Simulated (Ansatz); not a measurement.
## Convergence study of shifted k-point meshes for TiO2 (Imm2, 6 atoms in the cell)

```
TiO2
1.0
   -1.88304     1.88304     4.73123
    1.88304    -1.88304     4.73123
    1.88304     1.88304    -4.73123
Ti O
2 4
Cartesian
  0.00000   1.88304   2.41561
  0.00000   0.00000   0.00000
  0.00000   1.88304   0.39742
  0.00000   0.00000   7.49426
  0.00000   0.00000   1.96819
  0.00000   1.88304   4.33380
```

Method of the run: LDA (PW92), default PAW files made with PBE (plane waves; Ansatz, a program for electronic structure).

Base settings: basis.ecutwfc = 30.9 Ry; kpoints.mp_grid.grid = 9 9 9; hamiltonian.xc = lda; hamiltonian.pseudopotentials = {kind: paw} (the program's default PAW files); scf.occupations.method = fermi_dirac; scf.occupations.width = 0.0015 Ry.

In this ladder: kpoints.mp_grid.shift = 0.5 0.5 0.5.

Shifted meshes do not hold Γ, so a gap read on them misses any band edge there.

Only quantities that move along the ladder and can be compared are tabulated.

The count of work is k-points × plane waves × bands × iterations; it is no time. 

The starting cell has typed, rounded lattice constants, without a prior relaxation at this level. Its lattice was rescaled by up to half a per cent. One atom was moved a little off its site on purpose. In the base run, with a pressure of about -3 GPa the cell is away from its equilibrium volume at this level. Ansatz's pressure includes its estimate of the finite-basis (Pulay) stress.

```tsv
kpoints.mp_grid.grid	free energy less the last step's (meV/atom)	pressure (GPa)	largest difference of a force vector from the last step's (eV/Å)	gap on the mesh (eV)	count of work / last
2 2 2	-26.21	-4.63	0.330	2.360	0.0015
3 3 3	-2.69	-3.41	0.106	2.189	0.0029
4 4 4	0.96	-3.23	0.008	2.185	0.0062
5 5 5	0.16	-3.23	0.005	2.152	0.0098
6 6 6	0.00	-3.23	0.001	2.132	0.016
7 7 7	-0.01	-3.23	0.000	2.097	0.023
8 8 8	-0.02	-3.23	0.000	2.084	0.034
9 9 9	-0.01	-3.23	0.000	2.078	0.046
10 10 10	0.01	-3.23	0.000	2.070	0.062
11 11 11	-0.01	-3.23	0.000	2.071	0.079
12 12 12	0.00	-3.23	0.000	2.065	0.10
13 13 13	0.00	-3.23	0.000	2.065	0.12
14 14 14	-0.01	-3.23	0.000	2.062	0.16
16 16 16	0.00	-3.23	0.000	2.058	0.23
18 18 18	0.00	-3.23	0.000	2.056	0.31
20 20 20	0.00	-3.23	0.000	2.055	0.42
22 22 22	0.00	-3.23	0.000	2.052	0.56
24 24 24	0.00	-3.23	0.000	2.051	0.72
27 27 27	0.00	-3.23	0.000	2.052	1.0
```

Coarsest kpoints.mp_grid.grid that holds the free energy within 2 meV/atom of the last step, with all finer ones: 4 4 4, at 0.0062 of the last step's count of work; the step before is off by 2.7 meV/atom.

Coarsest kpoints.mp_grid.grid that holds the forces within 0.01 eV/Å of the last step, with all finer ones: 4 4 4, at 0.0062 of the last step's count of work; the step before is off by 0.11 eV/Å.

Coarsest kpoints.mp_grid.grid that holds the pressure within 0.5 GPa of the last step, with all finer ones: 3 3 3, at 0.0029 of the last step's count of work; the step before is off by 1.4 GPa.

Keys are those of Ansatz 0.2.
